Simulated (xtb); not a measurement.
xtb 6.7.1, GFN2-xTB: CO[Si](N[Si](F)(F)F)(OC)OC, 22 atoms. The geometry is a generated start, not checked to be a minimum at this level.

```yaml
run_flags: --grad
method: GFN2-xTB
"--acc": 1 (default)
"--etemp (K)": 300 (default)
basis_functions: 70
valence_electrons: 74
```

```xyz
22

Si     2.5962     0.2488     1.1099
F      2.1545     0.0143     2.6140
F      3.7712     1.3123     1.1648
F      3.2742    -1.1274     0.7164
N      1.3554     0.8308     0.1264
Si    -0.1601     0.0116    -0.1650
O     -0.7184    -0.7001     1.1658
C     -1.1524    -0.1044     2.3656
O     -1.2680     1.1082    -0.6306
C     -1.3298     1.8431    -1.8250
O      0.2022    -1.1194    -1.2588
C     -0.4822    -2.3081    -1.5711
H      1.5771     1.6113    -0.4658
H     -2.0722     0.4540     2.1919
H     -0.3903     0.5665     2.7579
H     -1.3343    -0.9090     3.0786
H     -0.5200     2.5757    -1.8729
H     -1.2585     1.1812    -2.6917
H     -2.2882     2.3641    -1.8390
H     -1.5079    -2.0959    -1.8770
H     -0.5029    -2.9705    -0.7048
H      0.0544    -2.7873    -2.3897
```

One run each on 1 thread. Values of broydamp tried: 0.02, 0.05, 0.1, 0.2, 0.4 (default), 0.6, 0.8, 1.

Problem. Predict the course of the SCC iterations along this series.

Solution. Fewest SCC iterations, within one of each other: 0.4 (default) with 12, 0.6 with 13, 0.8 with 13, 1 with 13. The count rises to 22 at 0.02. All converge to one solution.

```csv
broydamp,SCC iterations,end
0.02,22,same solution
0.05,20,same solution
0.1,18,same solution
0.2,15,same solution
0.4 (default),12,same solution
0.6,13,same solution
0.8,13,same solution
1,13,same solution
```
